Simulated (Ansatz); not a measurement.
BAs under load (space group F-43m), r2SCAN with spin-orbit coupling, rigid bands in Ansatz (a first-principles code). Condition of this run: hydrostatic pressure of -9.6 GPa (compression positive) (the target of the relaxation). Band gap 1.38 eV, N_c = 3.38e19 cm⁻³ and N_v = 1.02e19 cm⁻³ at 300 K, conductivity masses of 0.303 mₑ (electrons) and 0.327 mₑ (holes). Take k_BT = 0.02585 eV.

Problem. What built-in voltage has an abrupt junction with N_A = 1e16 and N_D = 1e18 cm⁻³, all dopants ionised?

Solution. V_bi = E_g/e − (k_BT/e) ln(N_c N_v/(N_A N_D)) = 1.38 − 0.02585 × 10.45 = 1.11 V, for the computed gap.

Problem. Find the intrinsic carrier density and the intrinsic Fermi level.

Solution. n_i = √(N_c N_v) exp(−E_g/2k_BT) = 1.86e19 × exp(−26.69) = 4.8e7 cm⁻³. The level lies (k_BT/2) ln(N_v/N_c) = -15 meV from mid-gap (positive towards the conduction band). Each 0.1 eV added to the gap lowers n_i by a factor of 6.9.

Problem. A film of it is 3 nm thick. Estimate the confinement energies in an infinite well.

Solution. ħ²π²/(2m t²) = 0.376 eV·nm²/(m/mₑ × t²) gives 138 meV for electrons and 128 meV for holes, so the gap would widen to about 1.65 eV. Finite barriers and nonparabolic bands lower this, and with several valleys or bands the heaviest mass along the normal sets the lowest level, not this average.

Rigid bands with the computed gap; masses take one relaxation time for all states. Geometry: cell and atoms relaxed with PBEsol.
